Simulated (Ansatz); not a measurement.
**TiO2, response to strain**

Start from TiO₂ in the rutile structure (space group P4_2/mnm, No. 136; a = 4.548 Å, c = 2.917 Å).

Strains are applied to the cell and any free atomic positions relax.

The values are results of DFT with LDA, PAW potentials and a 420 eV plane-wave cutoff in Ansatz (an electronic-structure program), spin-orbit coupling left out, not measurements.

Notes on the quantities. pressure: mean of the normal stresses, compression positive.

```json
[
 {"isotropic strain (%)": "0", "pressure (GPa)": "0.0"},
 {"isotropic strain (%)": "0.6", "pressure (GPa)": "-4.3"},
 {"isotropic strain (%)": "1.2", "pressure (GPa)": "-8.3"},
 {"isotropic strain (%)": "1.8", "pressure (GPa)": "-11.9"},
 {"isotropic strain (%)": "2.4", "pressure (GPa)": "?"},
 {"isotropic strain (%)": "3", "pressure (GPa)": "-18.1"}
]
```

### Question
Fit P = P₀ − Bδ + Cδ² with δ = (1 + ε)³ − 1 to the rows shown and predict the withheld row.

### Answer
Least squares on the printed values gives P₀ = 0.0 GPa, B = 248 GPa (at held cell shape), C = 571 GPa (largest residual 0.0 GPa); this predicts -15.2 GPa, and the run gives -15.2 GPa, in agreement.

Stability against distortions was not tested. The final runs are not spin-polarised.
